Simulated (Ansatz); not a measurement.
A constructed model of the (111)A surface of zinc-blende BP, B-terminated, 2x2 B adatom at T1 (bottom of the slab: 3 H on 4 bottom sites)

All values below come from PBE (plane waves to 420 eV, PAW; Ansatz, a quantum-chemistry and plane-wave program).

Slab: 44 atoms, 14.4 Å thick at the start with caps and adatoms; k 4x4x1, smearing 0.025 eV, dipole-corrected; 8 atoms held, the rest relaxed; start symmetry kept, larger cells not searched; no spin (no spin-polarised run to compare, though such a face may carry moments), no spin-orbit, no U. The slab shows no gap over 0.04 eV on its mesh. In PBE it lies 0.72 eV a 1x1 cell over the lowest computed structure of the same composition (2x2 B adatom at T4).

```json
{
  "work_function_of_the_top_face": "5.54 eV",
  "energy_released_by_relaxation": "1.35 eV",
  "cost": "about 10 core-minutes (a rough figure)"
}
```
